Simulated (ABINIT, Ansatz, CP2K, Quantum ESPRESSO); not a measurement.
One structure in several programs: LaTe (Fm-3m, 2 atoms in the cell)

Self-consistent single point.

```
CELL_PARAMETERS angstrom
      0.00000     3.24713     3.24713
      3.24713     0.00000     3.24713
      3.24713     3.24713     0.00000
ATOMIC_POSITIONS crystal
  La 0.00000 0.00000 0.00000
  Te 0.50000 0.50000 0.50000
```

Shared settings, as Ansatz (an electronic-structure program) writes them: kpoints.mp_grid.grid = 9 9 9; scf.occupations.method = fermi_dirac; scf.occupations.width = 0.136 eV. Potentials and cutoffs stand in the table.

```json
[
 {"code": "Quantum ESPRESSO", "model": "PBEsol, SSSP 1.1.2 efficiency (PBE) pseudopotentials", "pressure (GPa)": "-2.47", "cutoff": "50 Ry"},
 {"code": "Ansatz", "model": "PBEsol, PAW files made with PBE", "pressure (GPa)": "-2.55", "cutoff": "default"},
 {"code": "ABINIT", "model": "PBEsol, PAW (JTH v2.0 PBE PAW, files made for PBE)", "pressure (GPa)": "-2.49", "cutoff": "26 Ha"},
 {"code": "CP2K", "model": "PBEsol, GPW, DZVP-MOLOPT-SR-GTH basis, GTH-PBE potentials (GTH_POTENTIALS)", "pressure (GPa)": "-1.53", "cutoff": "grid 500 Ry"}
]
```

On Ansatz's run: spin-orbit coupling is off.

The spread over the programs that give each value: pressure within 1.02 GPa.

CP2K uses small atom-centred bases, whose incompleteness enters pressures, forces and empty levels differently from a plane-wave cutoff. Ansatz's pressure is given at a fixed set of plane waves, as the other plane-wave codes print theirs.

The starting cell comes from a database of computed structures (which also holds hypothetical and non-ambient phases and stackings), without a prior relaxation at this level.

Left out of this page: Elk and FLEUR (not drawn, or without a comparable value).

Keys are those of Ansatz 0.2.
